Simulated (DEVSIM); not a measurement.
abrupt Si p-n junction

Device: abrupt Si p-n junction, at 300 K.

| layer (left to right) | material | thickness (μm) | Nd (cm⁻³) | Na (cm⁻³) | τn (s) | τp (s) |
|---|---|---|---|---|---|---|
| 1 | Si | 0.390 | - | 2.4e16 | 2.1e-6 | 2.1e-6 |
| 2 | Si | 270 | 4.9e14 | - | 2.1e-6 | 2.1e-6 |

Left contact: ohmic. Right contact: ohmic. Voltage is applied to the left contact. Recombination: SRH at mid-gap. Mobility is μmin + (μ − μmin)/(1 + (N/Nref)^α).

Constants are typed, rounded textbook-type inputs, not results; the design itself was drawn at random and stands for no fabricated device. Values at 300 K.

| parameter | Si |
|---|---|
| gap (eV) | 1.124 |
| affinity (eV) | 4.05 |
| permittivity | 11.7 |
| Nc (cm⁻³) | 2.86e19 |
| Nv (cm⁻³) | 3.1e19 |
| μn (cm²/Vs) | 1417 |
| μp (cm²/Vs) | 470 |
| μn,min | 52 |
| μp,min | 45 |
| Nref,n | 9.7e16 |
| Nref,p | 2.2e17 |
| αn | 0.68 |
| αp | 0.72 |

DEVSIM, 1D drift-diffusion, Boltzmann statistics, complete ionisation; no tunnelling, impact ionisation, image-force lowering or self-heating.

```yaml
potential_step_across_the_device_at_zero_bias: 0.655 V
largest_field_in_the_device_at_zero_bias: 12000 V/cm
Dark forward voltage at 1 A/cm²: 0.750 V
```

Dark reverse current:

```csv
V (V),J (A/cm²)
-0.10,-9.0e-9
-0.25,-1.7e-8
-0.50,-2.7e-8
-0.75,-3.6e-8
-1.00,-4.4e-8
-1.50,-5.7e-8
-2.00,-6.9e-8
-2.50,-8.0e-8
-3.25,-9.4e-8
-4.00,-1.1e-7
-5.00,-1.2e-7
```

Small-signal capacitance in reverse bias (quasi-static):

```csv
V (V),C (nF/cm²)
-0.1,7.62
-0.25,6.89
-0.5,6.04
-0.75,5.44
-1,4.99
-1.5,4.36
-2,3.91
-2.5,3.58
-3.25,3.22
-4,2.94
-5,2.67
```
